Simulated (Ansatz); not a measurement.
## Band gap of ZnSnN2 (Pna2₁, No. 33, 16 atoms in the cell; start mp-1029469) at several levels of theory

No measured value is used here.

```
level (code)              value (eV)  cell (Å³/atom)
---------------------  -------------  --------------
LDA (Ansatz)                    0.26           12.99
PBE+SOC (Ansatz)       0.21 (direct)           13.38
PBE-D3(BJ) (Ansatz)             0.17           13.57
r²SCAN+rVV10 (Ansatz)           0.51           13.36
HSE06 (Ansatz)                  1.32           13.38
```

Computed values are for a static lattice. Levels without +SOC have no spin–orbit coupling; where heavier elements are present it shifts gaps, mostly down, and can invert bands.  PBE+SOC: the gap is read on the k mesh or supercell of the run alone and can be too large. Values are at the level's own equilibrium cell; PBE+SOC at the PBEsol cell; HSE06 at the PBEsol cell. Cutoffs and k meshes differ between the levels. Ansatz's density-functional and Hartree–Fock values are scalar-relativistic unless marked +SOC, with PAW data made under PBE.

A start named mp-… is a Materials Project structure, which need not be a measured phase.

Ansatz is a program for electronic structure.
